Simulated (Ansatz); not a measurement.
The reference is MoS2 in the 2H-MoS2 type structure (space group P6_3/mmc, No. 194; a = 3.1730 Å, c = 12.4366 Å; layered, stacked along the Cartesian z axis). Axes: x lies along a and z along c of the hexagonal cell.

Level of theory: r2SCAN+rVV10 (Ansatz, a program for electronic structure), scalar-relativistic without spin-orbit coupling.

For the base:

The valence-band top at Γ is 0.00, -1.13, -1.36 eV and the band gap is 1.01 eV. The shortest interatomic distance is 2.403 Å.

It is then changed as follows: compressive biaxial strain of 0.24 % in the plane normal to [001], as in epitaxy on a mismatched substrate; the out-of-plane cell vector and the atoms relax.

How does this affect the valence-band top at Γ, band gap, out-of-plane strain, in-plane stress and shortest interatomic distance?

The valence-band top at Γ (three highest levels, from the VBM) goes from 0.00, -1.13, -1.36 eV to 0.00, -1.15, -1.37 eV; the band gap hardly moves (1.01 eV against 1.02 eV); the out-of-plane strain is +0.09 %; the mean in-plane stress (compression positive) comes out as +0.7 GPa; the shortest interatomic distance hardly moves (2.403 Å against 2.402 Å).

Semilocal Kohn–Sham gaps tend to fall short of experiment. Stability against distortions was not tested.
